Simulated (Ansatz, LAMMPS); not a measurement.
## Si well of 12 atomic layers along [001] in random Si0.7Ge0.3, interfaces graded over 8 layers

Cell 16.67 × 16.67 × 49.55 Å, Si519Ge129, 648 atoms. Prepared with Tersoff's 1989 multicomponent potential (SiCGe.tersoff) (LAMMPS): minimisation. 

That structure was relaxed on with PBE, support functions at accuracy medium on the grid of 370 eV in Ansatz (a first-principles code). Basis: localised support functions (accuracy medium) on a full density matrix. k-points: zone centre alone; occupations: Fermi-Dirac, 0.010 eV; spin polarisation not allowed. No spin-orbit coupling.

### Question
What does DFT change in the classical structure?

### Answer
The energy falls by 0.3 meV an atom over 3 steps; atoms move by 0.011 Å root mean square, 0.03 Å at most.
```
quantity                   classical minimum  after DFT steps
-------------------------  -----------------  ---------------
4-fold atoms (%)                       100.0            100.0
spread of bond angles (°)                0.9              1.1
```
